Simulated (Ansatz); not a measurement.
An Ansatz (a first-principles code) run: Mg with a change (uniaxial strain ε_zz = −2.00 %); PBE (Ansatz, PAW, without spin-orbit coupling).

Input:

Ansatz 0.2 input:
```yaml
crystal:
  lattice:
    - [3.1952164462, 0, 0]
    - [-1.5976082231, 2.767138613, 0]
    - [0, 0, 5.0926512527]
  atoms:
    - { symbol: Mg, position: [0.6666666667, 0.3333333333, 0.75] }
    - { symbol: Mg, position: [0.3333333333, 0.6666666667, 0.25] }
basis: { ecutwfc: 420, ecutrho_ratio: 4, xc_grid: 2, fft_grid_basis: typed }
kpoints: { mp_grid: { grid: [21, 21, 11] } }
hamiltonian:
  xc: pbe
  dispersion: none
  pseudopotentials: { kind: paw }
scf: { occupations: { method: fermi_dirac, width: 0.1 }, convergence: { dr2_threshold: 0.0000000002 } }
relax: { f_tol: 0.005, max_steps: 50 }
output: { forces: true, stress: true }
checkpoint: { write: state.ck, write_every: 1000 }
```

Output:

```
Relaxation: its limit of steps is 50 (relax.max_steps)
WARN ansatz: RAYON_NUM_THREADS=1 ignored (pool sized by the plan → 1); use --threads N
Pseudopotentials: kind: paw
Pseudopotential: Mg, paw, valence charge 10
Functional definition: PBE
Crystal: 2 atoms, lattice volume = 45.027 Å³
Basis set: ecut = 420 eV, 881 PW (Γ), exchange–correlation on 48×48×72 points (8 copies of the dense FFT grid, shifted against one another)
Bands: 14, of which v1, the nominal top of the filled ones, is band 10 counted from 1 (9 counted from 0)
Symmetry: 24 space group operations
Space group: P63/mmc (ITA 194), of the structure as read, at distance tolerance 3.6e-5 Å
k-points: 288 of 4851
Initial density: superposition of atomic densities (neutral atoms: chi_scale 0, normalization atom), corrected by the library's trained network
Initial wavefunctions: pseudopotential atomic-orbital guess
Eigensolver: davidson
Functional: x = pbe(κ = 0.804, μ = 0.2195149727645171), c = pbe(β = 0.06672455060314922)
SCF iter   1: F=—  HF=-3847.615652 eV  |F-HF|=—  |Δ(HF+E_count)|=         —  Δρ=8.98e-4  dr2=4.22e-4  ethr=1.77e-3  ⟨swp⟩=5.0  Hψ=20256  notcnv=0
all-band conjugate gradients solve this SCF's bands
preconditioner: auto → none
SCF iter   2: F=—  HF=-3847.615301 eV  |F-HF|=—  |Δ(HF+E_count)|=   3.51e-4  Δρ=5.99e-4  dr2=1.91e-4  ethr=2.11e-6  ⟨swp⟩=2.1  Hψ=8492  notcnv=0
SCF iter   3: F=—  HF=-3847.615316 eV  |F-HF|=—  |Δ(HF+E_count)|=   1.55e-5  Δρ=2.68e-4  dr2=1.63e-5  ethr=9.54e-7  ⟨swp⟩=2.0  Hψ=6928  notcnv=0
SCF iter   4: F=—  HF=-3847.615296 eV  |F-HF|=—  |Δ(HF+E_count)|=   2.05e-5  Δρ=1.04e-4  dr2=2.31e-6  ethr=8.16e-8  ⟨swp⟩=2.0  Hψ=6417  notcnv=0
SCF iter   5: F=—  HF=-3847.615294 eV  |F-HF|=—  |Δ(HF+E_count)|=   2.12e-6  Δρ=4.86e-6  dr2=4.45e-9  ethr=1.15e-8  ⟨swp⟩=2.0  Hψ=6472  notcnv=0
SCF iter   6: F=—  HF=-3847.615294 eV  |F-HF|=—  |Δ(HF+E_count)|=   1.21e-8  Δρ=3.47e-6  dr2=2.46e-9  ethr=2.22e-11  ⟨swp⟩=2.0  Hψ=6403  notcnv=0
SCF iter   7: F=-3847.615294 eV  HF=-3847.615294 eV  |F-HF|=8.82e-11  |Δ(HF+E_count)|=   1.99e-9  Δρ=5.69e-7  dr2=6.53e-11  ethr=1.00e-12  ⟨swp⟩=3.0  Hψ=15045  notcnv=0
SCF 1 converged in 7 iterations: F = -3847.615294 eV  dr2 = 6.53e-11
relax step   1: F+E_penalty+E_count = -3847.61529380 eV  Δ(F+E_penalty+E_count) = +0.000e0 eV  max|allowed force component| = 2.082e-17 eV/Å  Δτ_max = 0.0000 Å  (7 SCF iters, accepted)
the relaxation is at rest under the 24 symmetry operations that the run kept from its start: a minimum is not shown …
SCF converged after 7 iterations
Free energy (F): -3847.615294 eV
Harris-Foulkes:  -3847.615294 eV  (|F-HF|=8.82e-11)
Internal energy: -3847.589051 eV  (E = F + TS)
E sigma→0 (E₀):  -3847.602172 eV
Entropy (-TS):   -0.026243 eV (-13.121 meV/atom)
Fermi energy:    5.823554 eV
--- Per-component energies (eV) ---
  E_band       = -711.345799
  E_kinetic    = 149.931434
  E_local      = -3225.680434  (includes V_loc(G=0)·N_el)
  E_nonlocal   = 191.373821
  E_hartree    = 1151.428333
  E_xc         = -56.984572
  E_vxc        = -73.518539  (∫ρ·V_xc dr)
  E_paw        = -584.939957  (= ΣΔE_a)
  E_vpaw       = -56.309069  (= ΣTr[D̂ρ^β])
  E_aug_tail   = -0.000007  (compensation charges beyond the density's cutoff)
  E_ewald      = -1472.717671
  E_smearing   = -0.026243  (= −TS)
  E_closure    = -0.000000  (closes the sum)
  Σ components = -3847.615294   (vs F -3847.615294, Δ=0.00e0)
  [band-id]    e_kinetic+e_local+e_nonlocal+2·e_hartree+e_vxc+e_vpaw+e_augmentation_tail = -711.346126   (vs E_band -711.345799, Δ=-3.27e-4)
--- Forces (eV/Å), atoms counted from 1 ---
  atom   1  Mg     0.00000000    -0.00000000     0.00000000
  atom   2  Mg    -0.00000000     0.00000000     0.00000000
  max |Σ_I F_I| component: 4.63e-18 eV/Å
--- Stress (GPa, compression-positive) ---
        0.440476      -0.000000       0.000000
        0.000000       0.440476       0.000000
        0.000000       0.000000       1.407615
  P = ⅓ Tr σ = 0.7629 GPa (7.629 kbar)
  The stress holds the Pulay correction. Without it, at fixed plane waves, as pw.x and ABINIT print it: P = 0.7597 GPa
  The stress includes an estimate of the error left by incomplete SCF convergence (largest component 0.0001 GPa).
--- Band table ---
  band table: none
--- Relaxed structure (1 steps of the walk, 1 accepted, 0 SCFs on fresh bases) ---
  F+E_penalty+E_count = -3847.61529380 eV   max|allowed force component| = 2.082e-17 eV/Å
  atoms:
    - { symbol: Mg, position: [0.6666666666666666, 0.3333333333333333, 0.7499999999999999] }
    - { symbol: Mg, position: [0.3333333333333333, 0.6666666666666666, 0.24999999999999997] }
```

Stability against distortions was not tested. The cell was made from Mg in the hcp (Mg type) structure (space group P6_3/mmc, No. 194) by this change: uniaxial strain ε_zz = −2.00 %.
